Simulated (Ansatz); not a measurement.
## Input and output of a self-consistent single point for MgZn2 (Cm, 6 atoms in the cell) (Ansatz)

Level of theory: PBEsol, default PAW files made with PBE (plane waves; Ansatz, a program for electronic structure).

This input was run:

Ansatz 0.2 input:
```yaml
crystal:
  lattice:
    - [5.17406500, -1.52089000, 0.00000000]
    - [5.17406500, 1.52089000, 0.00000000]
    - [-1.36585400, 0.00000000, 6.60986600]
  atoms:
    - { symbol: Mg, position: [0.38194000, 0.38194000, 0.26680000] }
    - { symbol: Mg, position: [0.06000000, 0.06000000, 0.61754000] }
    - { symbol: Zn, position: [0.00367000, 0.00367000, 0.00111000] }
    - { symbol: Zn, position: [0.66390000, 0.66390000, 0.32932000] }
    - { symbol: Zn, position: [0.33391000, 0.33391000, 0.67240000] }
    - { symbol: Zn, position: [0.72325000, 0.72325000, 0.94616000] }
basis:
  ecutwfc: 420.0
kpoints:
  mp_grid:
    grid: [9, 9, 4]
hamiltonian:
  xc: pbesol
  pseudopotentials:
    kind: paw
scf:
  occupations:
    method: gaussian
    width: 0.1
output:
  forces: true
  eigenvalues: true
  stress: true
```

The program printed (abridged):

```
WARN ansatz: RAYON_NUM_THREADS=1 ignored (pool sized by the plan → 1); use --threads N
Pseudopotentials: kind: paw
Pseudopotential: Mg, paw, valence charge 10
Pseudopotential: Zn, paw, valence charge 12
Crystal: 6 atoms, lattice volume = 104.028 Å³
Basis set: ecut = 420 eV, 2011 PW (Γ), exchange–correlation on 80×80×96 points (8 copies of the dense FFT grid, shifted against one another)
Bands: 41, of which v1, the nominal top of the filled ones, is band 34 counted from 1 (33 counted from 0)
Symmetry: 2 space group operations
Space group: Cm (ITA 8), of the structure as read, at distance tolerance 4.7e-5 Å
k-points: 95 of 324 (time reversal used)
PAW frozen core: Mg, regenerated for the run's functional, and the local potential with it
PAW frozen core: Zn, regenerated for the run's functional, and the local potential with it
Initial density: superposition of atomic densities (neutral atoms: chi_scale 0, normalization atom), corrected by the library's trained network
Initial wavefunctions: pseudopotential atomic-orbital guess
Eigensolver: davidson
Functional: x = pbesol(κ = 0.804, μ = 0.12345679012345678), c = pbesol(β = 0.046)
SCF iter   1: F=—  HF=-16947.602961 eV  |F-HF|=—  |Δ(HF+E_count)|=         —  Δρ=3.28e-3  dr2=9.54e-3  ethr=1.77e-3  ⟨swp⟩=9.5  Hψ=18170  notcnv=0  defer=4
all-band conjugate gradients solve this SCF's bands
preconditioner: auto → Kerker (q_TF=auto, 2.542 Å⁻¹)
SCF iter   2: F=—  HF=-16947.598560 eV  |F-HF|=—  |Δ(HF+E_count)|=   4.40e-3  Δρ=1.10e-3  dr2=3.56e-3  ethr=1.40e-5  ⟨swp⟩=2.1  Hψ=6869  notcnv=0  defer=5
SCF iter   3: F=—  HF=-16947.597838 eV  |F-HF|=—  |Δ(HF+E_count)|=   7.22e-4  Δρ=9.44e-4  dr2=1.61e-3  ethr=5.24e-6  ⟨swp⟩=2.5  Hψ=6695  notcnv=0  defer=5
SCF iter   4: F=—  HF=-16947.597413 eV  |F-HF|=—  |Δ(HF+E_count)|=   4.25e-4  Δρ=3.19e-4  dr2=2.31e-4  ethr=2.37e-6  ⟨swp⟩=2.0  Hψ=6089  notcnv=0  defer=5
SCF iter   5: F=—  HF=-16947.597348 eV  |F-HF|=—  |Δ(HF+E_count)|=   6.56e-5  Δρ=8.16e-5  dr2=1.32e-5  ethr=3.39e-7  ⟨swp⟩=2.4  Hψ=6803  notcnv=0  defer=5
SCF iter   6: F=—  HF=-16947.597340 eV  |F-HF|=—  |Δ(HF+E_count)|=   8.32e-6  Δρ=7.74e-5  dr2=3.55e-6  ethr=1.94e-8  ⟨swp⟩=2.0  Hψ=6966  notcnv=0  defer=5
SCF iter   7: F=—  HF=-16947.597337 eV  |F-HF|=—  |Δ(HF+E_count)|=   2.12e-6  Δρ=2.44e-5  dr2=4.89e-7  ethr=5.21e-9  ⟨swp⟩=2.0  Hψ=6174  notcnv=0  defer=5
SCF iter   8: F=—  HF=-16947.597337 eV  |F-HF|=—  |Δ(HF+E_count)|=   3.68e-8  Δρ=1.99e-5  dr2=2.29e-7  ethr=1.47e-10  ⟨swp⟩=9.2  Hψ=19436  notcnv=0
SCF iter   9: F=-16947.597337 eV  HF=-16947.597337 eV  |F-HF|=2.19e-8  |Δ(HF+E_count)|=   9.57e-8  Δρ=4.30e-6  dr2=1.56e-8  ethr=1.47e-10  ⟨swp⟩=3.0  Hψ=15423  notcnv=0
SCF 1 converged in 9 iterations: F = -16947.597337 eV  dr2 = 1.56e-8
SCF converged after 9 iterations
Free energy (F): -16947.597337 eV
Harris-Foulkes:  -16947.597337 eV  (|F-HF|=2.19e-8)
Internal energy: -16947.586908 eV  (E = F + TS)
E sigma→0 (E₀):  -16947.592123 eV
Entropy (-TS):   -0.010429 eV (-1.738 meV/atom)
Fermi energy:    8.786817 eV
--- Per-component energies (eV) ---
  E_band       = -550.789534
  E_kinetic    = 674.270435
  E_local      = -9562.628016  (includes V_loc(G=0)·N_el)
  E_nonlocal   = 2639.094447
  E_hartree    = 3799.981302
  E_xc         = -600.979710
  E_vxc        = -285.277792  (∫ρ·V_xc dr)
  E_paw        = -7712.976976  (= ΣΔE_a)
  E_vpaw       = -1616.222227  (= ΣTr[D̂ρ^β])
  E_aug_tail   = -0.001414  (compensation charges beyond the density's cutoff)
  E_ewald      = -6187.654120
  E_core_change = 3.307144  (= ΣΔE_core)
  E_smearing   = -0.010429  (= −TS)
  E_closure    = -0.000000  (closes the sum)
  Σ components = -16947.597337   (vs F -16947.597337, Δ=0.00e0)
--- Forces (eV/Å), atoms counted from 1 ---
  atom   1  Mg    -0.07641882    -0.00000000    -0.10467090
  atom   2  Mg     0.03290733    -0.00000000     0.04900949
  atom   3  Zn     0.09164269     0.00000000     0.00124123
  atom   4  Zn    -0.06075631    -0.00000000    -0.15158171
  atom   5  Zn    -0.00529275    -0.00000000     0.19533397
  atom   6  Zn     0.01791210    -0.00000000     0.01066858
  max |Σ_I F_I| component: 5.76e-6 eV/Å
--- Stress (GPa, compression-positive) ---
       -3.479549       0.000000      -0.186750
        0.000000      -2.794796       0.000000
       -0.186750       0.000000      -3.439277
  P = ⅓ Tr σ = -3.2379 GPa (-32.379 kbar)
  The stress holds the Pulay correction. Without it, at fixed plane waves, as pw.x and ABINIT print it: P = -3.2875 GPa
--- Band table (eV; the first three rows and the last of 95) ---
  k-point 0: bands = ["-66.7769", "-66.7746", "-33.7300", "-33.7146", "-33.7128", "-33.7116", "-33.7103", "-33.7054", "-0.3602", "1.0233", "1.0501", "1.1332", "1.1749", "1.2561", "1.3145", "1.3502", "1.4017", "1.4329", "1.5143", "1.5242", "1.5377", [...]
  k-point 1: bands = ["-66.7769", "-66.7746", "-33.7299", "-33.7146", "-33.7128", "-33.7116", "-33.7103", "-33.7054", "-0.1594", "1.0194", "1.0457", "1.1057", "1.1804", "1.2498", "1.3300", "1.3587", "1.4060", "1.4580", "1.4776", "1.5089", "1.5256", [...]
  k-point 2: bands = ["-66.7769", "-66.7746", "-33.7299", "-33.7147", "-33.7128", "-33.7116", "-33.7103", "-33.7054", "0.2242", "0.8002", "1.0396", "1.0911", "1.1139", "1.2406", "1.2648", "1.3889", "1.4112", "1.4493", "1.4815", "1.4961", "1.5369", [...]
  k-point 94: bands = ["-66.7767", "-66.7744", "-33.7293", "-33.7159", "-33.7143", "-33.7124", "-33.7101", "-33.7085", "0.9859", "1.0758", "1.0941", "1.1664", "1.2456", "1.2785", "1.3235", "1.3564", "1.4044", "1.4437", "1.4755", "1.5391", "1.5447", [...]
```

The run converged in 9 iterations.

The starting cell comes from a database of computed structures (which also holds hypothetical and non-ambient phases and stackings), without a prior relaxation at this level. With a pressure of about -3 GPa the cell is away from its equilibrium volume at this level. Ansatz's pressure includes its estimate of the finite-basis (Pulay) stress.

Cost on one core of a shared machine: roughly 50 s.
